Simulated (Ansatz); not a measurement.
BaCd2As2 (P-3m1, No. 164; start mp-8281): smallest direct gap on the k points sampled by level of theory

No measured value is used here.

| level (code) | value (eV) |
|---|---|
| LDA (Ansatz) | 0.20 |
| PBEsol (Ansatz) | [?] |
| PBEsol+SOC (Ansatz) | 0.19 |
| r²SCAN (Ansatz) | 0.86 |
| r²SCAN+SOC (Ansatz) | [?] |
| HSE06 (Ansatz) | 1.07 |
| HSE06+SOC (Ansatz) | 0.96 |
| PBE0 (Ansatz) | 1.63 |
| r²SCAN0 (Ansatz) | [?] |

Complete the blanks.


- PBEsol (Ansatz, a first-principles code), value (eV): 0.29
- r²SCAN+SOC (Ansatz), value (eV): 0.76
- r²SCAN0 (Ansatz), value (eV): 1.94

Computed values are for a static lattice. Levels without +SOC have no spin–orbit coupling; where heavier elements are present it shifts gaps, mostly down, and can invert bands.  Values are at the PBEsol cell. Cutoffs and k meshes differ between the levels. Ansatz's density-functional and Hartree–Fock values are scalar-relativistic unless marked +SOC, with PAW data made under PBE.

A start named mp-… is a Materials Project structure, which can be a computed phase never made.
